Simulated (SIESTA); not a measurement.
Worked example: self-consistent single point of RbBr (Fm-3m, 2 atoms in the cell) in SIESTA.

Method of the run: GGA PBE with spin-orbit coupling, numerical atomic orbitals DZP, PseudoDojo PBE fully relativistic norm-conserving potentials (rewritten from UPF to PSML) (SIESTA 5.4.2).

```
RbBr
1.0
    0.00000     3.44500     3.44500
    3.44500     0.00000     3.44500
    3.44500     3.44500     0.00000
Rb Br
1 1
Direct
  0.00000   0.00000   0.00000
  0.50000   0.50000   0.50000
```

Reference input (self-consistent single point, DFT, GGA PBE, numerical atomic orbitals DZP, PseudoDojo PBE standard norm-conserving potentials (rewritten from UPF to PSML)): XC.functional = GGA; XC.authors = PBE; potentials = PseudoDojo PBE standard; PAO.BasisSize = DZP; PAO.EnergyShift = 0.005 Ry; MeshCutoff = 300 Ry; kgrid.MonkhorstPack = 8 8 8; OccupationFunction = FD; ElectronicTemperature = 20 meV; MaxSCFIterations = 150; SCF.Mixer.Method = Pulay; SCF.Mixer.Weight = 0.25. This run's input differs from it in these lines:

```diff
@@ -1,2 +1,2 @@
-# files in the folder: Rb.psml Br.psml (PseudoDojo PBE standard)
+# files in the folder: Rb.psml Br.psml (PseudoDojo PBE fully relativistic)
 SystemName  RbBr
@@ -34,2 +34,7 @@
 ElectronicTemperature        20.0 meV
+Spin                         spin-orbit
+%block DM.InitSpin
+  1 0.00 0.00 0.00
+  2 0.00 0.00 0.00
+%endblock DM.InitSpin
```

Output, abridged:

```
        iscf     Eharris(eV)        E_KS(eV)     FreeEng(eV)     dDmax    Ef(eV) dHmax(eV)
   scf:    1    -1168.413887    -1167.550670    -1167.550670  0.185872 -5.957664  2.138548
     spin moment: {S} , |S| = {    0.00000   -0.00000   -0.00000 }     0.00000
   scf:    2    -1167.789796    -1167.678847    -1167.678847  0.035527 -6.418984  1.139208
     spin moment: {S} , |S| = {   -0.00000   -0.00000    0.00000 }     0.00000
   scf:    3    -1167.761494    -1167.731471    -1167.731471  0.044395 -3.924269  0.234723
     spin moment: {S} , |S| = {    0.00000   -0.00000   -0.00000 }     0.00000
   [... lines left out ...]
     spin moment: {S} , |S| = {    0.00000   -0.00000   -0.00000 }     0.00000
   scf:    6    -1167.733303    -1167.733066    -1167.733066  0.007745 -4.110783  0.000880
     spin moment: {S} , |S| = {    0.00000   -0.00000   -0.00000 }     0.00000
   scf:    7    -1167.733062    -1167.733066    -1167.733066  0.000082 -4.109091  0.001381
     spin moment: {S} , |S| = {    0.00000    0.00000   -0.00000 }     0.00000
   scf:    8    -1167.733068    -1167.733066    -1167.733066  0.000056 -4.110063  0.000041
     spin moment: {S} , |S| = {    0.00000   -0.00000   -0.00000 }     0.00000
SCF Convergence by DM+H criterion
max |DM_out - DM_in|         :     0.0000557510
max |H_out - H_in|      (eV) :     0.0000405067
SCF cycle converged after 8 iterations

Using DM_out to compute the final energy and forces

siesta: E_KS(eV) =            -1167.7331

siesta: E_KS - E_eggbox =     -1167.7331

siesta: Atomic forces (eV/Ang):
     1   -0.000000   -0.000000   -0.000000
     2   -0.000000   -0.000000   -0.000000
   Tot   -0.000000   -0.000000   -0.000000
   Max    0.000000
   Res    0.000000    sqrt( Sum f_i^2 / 3N )
   Max    0.000000    constrained

Stress tensor Voigt[x,y,z,yz,xz,xy] (kbar):      -11.48      -11.48      -11.48       -0.00       -0.00       -0.00
(Free)E + p*V (eV/cell)    -1167.1471
Target enthalpy (eV/cell)    -1167.7331

siesta: Program's energy decomposition (eV):
siesta: Enl(+so)=        30.315428
   [... lines left out ...]
siesta: FreeEng =     -1167.733066
siesta: Cell volume =         81.770692 Ang**3
siesta:          11.48029318         11.48029362  kBar
   [... lines left out ...]

Total              16.00000   0.00000      0.000  -0.000   0.000

Mulliken Atomic Populations:
Atom #   charge [q] valence [e]           S      Sx [e]      Sy [e]      Sz [e]  Species
     1     0.386223    8.613777    0.000000   -0.000000   -0.000000    0.000000  Rb
     2    -0.386223    7.386223    0.000000    0.000000    0.000000   -0.000000  Br
 Total     0.000000                0.000000    0.000000   -0.000000   -0.000000
```

The run converged in 8 iterations. Against the reference run the pressure stays at 1.15 GPa and the gap on the mesh goes from 4.230 to 4.069 eV.

The starting cell has typed, rounded lattice constants, without a prior relaxation at this level. Values carry the incompleteness of an atom-centred basis. The basis of the alkali or alkaline-earth atoms may lack their empty d shell, which can raise the gap.

Cost on one core of a shared machine: roughly 30 s.
